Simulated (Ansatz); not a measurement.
The starting structures come from a database of crystals and need not be the phases stable at ambient conditions.

 Where the default PAW files enter, the runs use the earlier of Ansatz's two default sets.

Tunnelling through a barrier is set by its complex band structure: the current falls as exp(−2κd) with the smallest κ.

Given:

```xyz
14
Lattice="6.3861 0.0000 0.0000 0.0000 9.0313 0.0000 3.1930 4.5156 3.1930" Properties=species:S:1:pos:R:3 pbc="T T T"
Na     6.3861     3.3867     1.5965
Na     1.5965     5.6445     0.0000
Na     3.1930     7.9024     1.5965
Na     4.7896     5.6445     0.0000
Mo     0.0000     0.0000     0.0000
Mo     3.1930     2.2578     0.0000
O      3.1930    10.2658     1.4471
O      4.9390     8.0080     0.0000
O      6.3861     5.7502     1.7460
O      1.4471     8.0080     0.0000
O      4.6401     3.2811     0.0000
O      3.1930     5.5389     1.7460
O      1.7460     3.2811     0.0000
O      6.3861    10.0545     1.4471
```

Space group of this cell: Fd-3m, spinel. The cell is taken as given; by r2SCAN its mean pressure is 0.6 GPa.

Transport runs along the normal of the first two printed cell vectors, the (110) plane of the conventional cell.

The gap is the functional's own. No spin-orbit coupling. Mid-gap values are interpolated on the energy grid.

### Question
Compute, with Ansatz (a program for electronic structure) with r2SCAN, the band gap and the smallest decay constant κ at mid-gap.

### Answer
Gap 4.88 eV on a 10×10×10 mesh; κ = 0.514 1/Å, at the zone centre.
